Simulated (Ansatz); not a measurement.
## MgO, response to strain

Start from MgO in the rock salt structure (space group Fm-3m, No. 225; a = 4.2149 Å). Axes: x, y, z lie along the cube axes.

Strains are applied to the cell and any free atomic positions relax; under biaxial strain the out-of-plane vector relaxes too.

The values are results of Ansatz (a quantum-chemistry and plane-wave program), PBEsol, PAW, cutoff 420 eV, no spin-orbit coupling, earlier PAW set, not measurements.

Candidates:
(a) tensor shear ε_xy = +1.00 %
(b) biaxial strain −1.63 %, plane normal [110], relaxed out of plane
(c) strain tensor (xx, yy, zz, yz, xz, xy) = (+0.73, +1.41, −0.27, +0.52, −1.15, −1.47) %
(d) tensor shear ε_yz = −0.26 %
(e) uniaxial strain ε_xx = +5.95 %

For the base:

```
Item       Result
--------  -------
Band gap  4.62 eV
```

Order them by band gap, highest first.

(b) biaxial strain −1.63 %, plane normal [110], relaxed out of plane (4.77 eV), (d) tensor shear ε_yz = −0.26 % (4.60 eV), (a) tensor shear ε_xy = +1.00 % (4.54 eV), (c) strain tensor (xx, yy, zz, yz, xz, xy) = (+0.73, +1.41, −0.27, +0.52, −1.15, −1.47) % (4.30 eV), (e) uniaxial strain ε_xx = +5.95 % (4.00 eV)

Whether these cells are dynamically stable was not tested.
